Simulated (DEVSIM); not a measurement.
System: abrupt GaAs n-p junction, at 300 K.

Layer 1 from the left is GaAs, thickness (μm) 52.0, Nd (cm⁻³) 1.3e17, τn (s) 4.2e-9, τp (s) 4.2e-9. Layer 2 from the left is GaAs, thickness (μm) 120, Na (cm⁻³) 7.2e15, τn (s) 4.2e-9, τp (s) 4.2e-9.

Left contact: ohmic. Right contact: ohmic. Voltage is applied to the left contact. Recombination: SRH at mid-gap, Auger. Mobility is μmin + (μ − μmin)/(1 + (N/Nref)^α).

Constants are typed, rounded textbook-type inputs, not results; the design itself was drawn at random and stands for no fabricated device. Values at 300 K.

GaAs: gap (eV) 1.424, affinity (eV) 4.07, permittivity 12.9, Nc (cm⁻³) 4.7e17, Nv (cm⁻³) 9e18, μn (cm²/Vs) 8500, μp (cm²/Vs) 400, μn,min 500, μp,min 20, Nref,n 6e16, Nref,p 1.5e17, αn 0.39, αp 0.38, Cn (cm⁶/s) 1e-30, Cp (cm⁶/s) 1e-30.

### Question
Estimate by hand the built-in potential, the peak field at zero bias, the capacitance at 0.6 V, and compare with a numerical solution.

### Answer

- Built-in potential: ni = √(Nc Nv) exp(−Eg/2kT) = 2250000 cm⁻³ with Eg = 1.424 eV; Vbi = kT/q ln(Na Nd/ni²) = 1.206 V; numerical 1.206 V.
- Peak field at zero bias: depletion approximation: W = √(2εVbi/(qN)) = 0.502 μm with N = 6.82e15 cm⁻³; field = 2Vbi/W = 48100 V/cm; numerical 47400 V/cm (estimate above by 1.4 %).
- Capacitance at 0.6 V: C = √(qεN / 2(Vbi + |V|)) = 18.6 nF/cm²; numerical 18.9 nF/cm² (estimate below by 1.5 %).

Simulated with DEVSIM: 1D drift-diffusion, Boltzmann statistics, complete ionisation; no tunnelling, impact ionisation, image-force lowering or self-heating.
